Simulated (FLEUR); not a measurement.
A self-consistent single point of Hf2Ge (I4/mcm, 6 atoms in the cell) with FLEUR.

Level of theory: PBEsol, all-electron FLAPW (FLEUR), scalar-relativistic valence run with FLEUR.

The change in words: lattice scaled by 0.98. Reference geometry:
```
CELL_PARAMETERS angstrom
     -3.25803     3.25803     2.62054
      3.25803    -3.25803     2.62054
      3.25803     3.25803    -2.62054
ATOMIC_POSITIONS crystal
  Hf 0.34424 0.15576 0.50000
  Hf 0.65576 0.84424 0.50000
  Hf 0.15576 0.65576 0.81152
  Hf 0.84424 0.34424 0.18848
  Ge 0.25000 0.25000 0.00000
  Ge 0.75000 0.75000 0.00000
```

Reference input (self-consistent single point, DFT, PBEsol, all-electron FLAPW (FLEUR), scalar-relativistic valence): Kmax = 4.3 1/bohr; GmaxXC = 12.9 1/bohr; xcFunctional = PBEs; jspins = 1; l_soc = F; mode = gauss; fermiSmearingEnergy = 0.00367493 Htr; mesh (inpgen div1-3) = 5 5 5; inpgen gamma flag = false; Gmax = 12.9 1/bohr; numbands = 0; maxIterBroyd = 40. This run's input differs from it in these lines:

```diff
@@ -3,5 +3,5 @@
 &input film=f /
--6.1567844058 6.1567844058 4.9521028986
-6.1567844058 -6.1567844058 4.9521028986
-6.1567844058 6.1567844058 -4.9521028986
+-6.0336479618 6.0336479618 4.8530604627
+6.0336479618 -6.0336479618 4.8530604627
+6.0336479618 6.0336479618 -4.8530604627
 1.0
@@ -48,5 +48,5 @@
          <bravaisMatrix>
-            <row-1>   -6.1567844057999999     6.1567844057999999     4.9521028985999997</row-1>
-            <row-2>    6.1567844057999999    -6.1567844057999999     4.9521028985999997</row-2>
-            <row-3>    6.1567844057999999     6.1567844057999999    -4.9521028985999997</row-3>
+            <row-1>   -6.0336479617999998     6.0336479617999998     4.8530604627000002</row-1>
+            <row-2>    6.0336479617999998    -6.0336479617999998     4.8530604627000002</row-2>
+            <row-3>    6.0336479617999998     6.0336479617999998    -4.8530604627000002</row-3>
          </bravaisMatrix>
```

Output, abridged:

```
 Iteration:     1   Distance:       9.93322283 me/bohr^3
 Iteration:     2   Distance:       8.86055405 me/bohr^3
 Iteration:     3   Distance:       4.79040587 me/bohr^3
 Iteration:     4   Distance:       1.73129082 me/bohr^3
 Iteration:     5   Distance:       1.54222022 me/bohr^3
   [... 8 lines left out ...]
 Iteration:    14   Distance:       0.00026861 me/bohr^3
 Iteration:    15   Distance:       0.00001560 me/bohr^3
 Iteration:    16   Distance:       0.00001082 me/bohr^3
 Iteration:    17   Distance:       0.00000376 me/bohr^3
 Reset of history
 Run finished successfully
 Stop message:
   Structural relaxation: new displacements generated

[file out, last iteration]
             iter=     18
[...]
          total density-effective poten   -1.1108875951E+05
          total charge density-energy d   -1.3782141928E+03
 Updated energy parameters for spin:           1
[...]
 fermi energy and band-weighting factors:
   [... 10 lines left out ...]

[...]
FERMIE:
          first approx. to ef    (T=0)  :   0.471223 htr   (energy of the highest occ. eigenvalue)
          number of occ. states  (T=0)  :       1186
          first approx. to seigv (T=0)  : -25.635990 htr
          sum of weights of occ. states :  66.032000
          sum of semicore charge        :   0.000000 e
          fermi energy=   0.47178 har   work function= -12.83792 ev
   [... lines left out ...]
          total moment                 =     0.00000
 Direct bandgap for spin            1 :    4.8517341827732929E-003  Htr
 ---->    free energy=                    -64568.4376306178 htr
   [... lines left out ...]
      extrapolation for T->0
 ---->    total electron energy=          -64568.4376306178 htr
 ***** TOTAL FORCES ON ATOMS *****
 TOTAL FORCE FOR ATOM TYPE=  1  X=  1.880   Y=  4.154   Z=  0.000
                       FX_TOT=-0.002447 FY_TOT= 0.002447 FZ_TOT= 0.000000
 TOTAL FORCE FOR ATOM TYPE=  2  X=  0.000   Y=  0.000   Z=  2.427
                       FX_TOT= 0.000000 FY_TOT= 0.000000 FZ_TOT= 0.000000
```

The run converged in 17 iterations. FLEUR gives forces in its relaxation mode, with a further iteration, so its stop message speaks of a relaxation. Against the reference run the total energy goes up by 47.6 meV/atom.

The starting cell comes from a database of computed structures (which also holds hypothetical and non-ambient phases and stackings), without a prior relaxation at this level. Its lattice was rescaled by a random factor within 2.5 % of one. For this run, on top of that: lattice scaled by 0.98. Spin-orbit coupling is off. Values depend on the basis (sphere radii, cutoffs, local orbitals), which need not be converged. The log's line on a gap gives a spacing of levels on this mesh, which the program prints for metals too.

Cost on one core of a shared machine: roughly 3 min.
